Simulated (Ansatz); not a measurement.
A computed series for Al2O3: response to strain

The reference is Al$_{2}$O$_{3}$ in the corundum structure (space group R-3c, No. 167; a = 4.7738 Å, c = 13.0147 Å (hexagonal axes)). Axes: x lies along a and z along c of the hexagonal cell.

Strains are applied to the cell and any free atomic positions relax.

The values are results of DFT with PBEsol, PAW potentials and a 420 eV plane-wave cutoff in Ansatz (a program for electronic structure), scalar-relativistic without spin-orbit coupling, not measurements.

Notes on the quantities. pressure: mean of the normal stresses, compression positive.

```csv
change,band gap,electron mass,pressure
base,6.03 eV,"0.40 mₑ along c, 0.37 mₑ across (at Γ)",0.00 GPa
uniaxial strain ε_zz = +0.75 %,5.96 eV,"0.37 mₑ along x, 0.37 mₑ along y, 0.39 mₑ along z (at Γ)",-1.71 GPa
uniaxial strain ε_zz = +1.50 %,5.85 eV,0.37 mₑ (at Γ),-3.37 GPa
uniaxial strain ε_zz = +2.25 %,5.74 eV,0.37 mₑ (at Γ),-4.96 GPa
uniaxial strain ε_zz = +3.00 %,(withheld),0.37 mₑ (at Γ),(withheld)
```

**Question.** Complete the table.

**Answer.** 
- uniaxial strain ε_zz = +3.00 %, band gap: 5.63 eV
- uniaxial strain ε_zz = +3.00 %, pressure: -6.49 GPa

Masses are band curvatures over ±0.01 Å⁻¹ around the edge. Whether these cells are dynamically stable was not tested.
